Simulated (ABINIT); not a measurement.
A self-consistent single point of TaGa3 (I4/mmm, 4 atoms in the cell) with ABINIT.

Level of theory: PBEsol, PAW (JTH v2.0 PBE PAW, files made for PBE) (plane waves; ABINIT).

```
CELL_PARAMETERS angstrom
     -1.89517     1.89517     4.33188
      1.89517    -1.89517     4.33188
      1.89517     1.89517    -4.33188
ATOMIC_POSITIONS crystal
  Ta 0.00000 0.00000 0.00000
  Ga 0.50000 0.50000 0.00000
  Ga 0.75000 0.25000 0.50000
  Ga 0.25000 0.75000 0.50000
```

Reference input (self-consistent single point, DFT, LDA (PW92), plane waves, PAW (JTH v2.0 LDA PAW)): pseudos = [Ta.LDA_PW-JTH.xml, Ga.LDA_PW-JTH.xml]; ecut = 20 Ha; pawecutdg = 40 Ha; occopt = 3; tsmear = 0.1 eV; ngkpt = 9 9 9; nshiftk = 1; shiftk = 0 0 0; potentials = JTH v2.0 LDA PAW; nband = 34; kptopt = 1; nstep = 100. This run's input differs from it in these lines:

```diff
@@ -1,4 +1,4 @@
-# TaGa3, JTH v2.0 LDA PAW
+# TaGa3, JTH v2.0 PBE PAW
 pp_dirpath "./"
-pseudos "Ta.LDA_PW-JTH.xml, Ga.LDA_PW-JTH.xml"
+pseudos "Ta.GGA_PBE-JTH.xml, Ga.GGA_PBE-JTH.xml"
 acell 9.6262068203 9.6262068203 9.6262068203
@@ -20,2 +20,3 @@
 pawecutdg 40
+ixc -116133
 occopt 3
```

Its files differ too (potentials: JTH v2.0 LDA PAW → JTH v2.0 PBE PAW).

Output (repeated stretches shortened):

```
--- !BeginCycle
solver: {iscf: 17, nstep: 100, nline: 4, wfoptalg: 10, }
tolerances: {tolvrs: 1.00E-11, }
...

     iter   Etot(hartree)      deltaE(h)  residm     nres2
 ETOT  1  -291.00225775640    -2.910E+02 7.112E+00 2.108E+01
 ETOT  2  -296.29577876179    -5.294E+00 6.896E-02 2.240E+01
 ETOT  3  -296.25009291399     4.569E-02 4.550E-02 3.617E+00
 ETOT  4  -296.24551116973     4.582E-03 8.727E-03 8.263E-01
 ETOT  5  -296.24423755111     1.274E-03 4.820E-03 1.412E-01
   [... 14 lines left out ...]
 ETOT 20  -296.24421960264    -8.185E-12 9.248E-05 4.958E-11
 ETOT 21  -296.24421960264     5.116E-13 2.967E-05 7.158E-11
 ETOT 22  -296.24421960264     1.137E-12 4.788E-05 1.147E-11
 ETOT 23  -296.24421960264    -2.331E-12 1.507E-05 1.260E-12
 At SCF step   23       nres2   =  1.26E-12 < tolvrs=  1.00E-11 =>converged.

 Cartesian components of stress tensor (hartree/bohr^3)
  sigma(1 1)=  4.32885838E-05  sigma(3 2)=  0.00000000E+00
  sigma(2 2)=  4.32885838E-05  sigma(3 1)=  0.00000000E+00
  sigma(3 3)=  4.30367610E-05  sigma(2 1)=  0.00000000E+00

 ----iterations are completed or convergence reached----

 reduced coordinates (array xred) for    4 atoms
       0.000000000000      0.000000000000      0.000000000000
       0.500000000000      0.500000000000      0.000000000000
       0.750000000000      0.250000000000      0.500000000000
       0.250000000000      0.750000000000      0.500000000000
 cartesian forces (eV/Angstrom) at end:
    1     -0.00000000000000    -0.00000000000000    -0.00000000000000
   [... lines left out ...]
 Fermi (or HOMO) energy (hartree) =   0.23742   Average Vxc (hartree)=  -0.42163
   [... lines left out ...]
'-kT*entropy'       : -1.10228798584086E-03
total_energy        : -2.96244219655011E+02
total_energy_eV     : -8.06121517733867E+03
...

-Cartesian components of stress tensor (GPa)         [Pressure= -1.2711E+00 GPa]
- sigma(1 1)=  1.27359389E+00  sigma(3 2)=  0.00000000E+00
- sigma(2 2)=  1.27359389E+00  sigma(3 1)=  0.00000000E+00
- sigma(3 3)=  1.26618501E+00  sigma(2 1)=  0.00000000E+00

 Calculation completed.
```

The run converged in 23 iterations. 

The starting cell comes from a database of computed structures (which also holds hypothetical and non-ambient phases and stackings), without a prior relaxation at this level. Spin polarisation is off. The potentials were made for another functional than the one used.

These are the values that this program gave, and no reference: the one-centre exchange-correlation terms come from a truncated expansion.

Cost on one core of a shared machine: roughly 5 min.
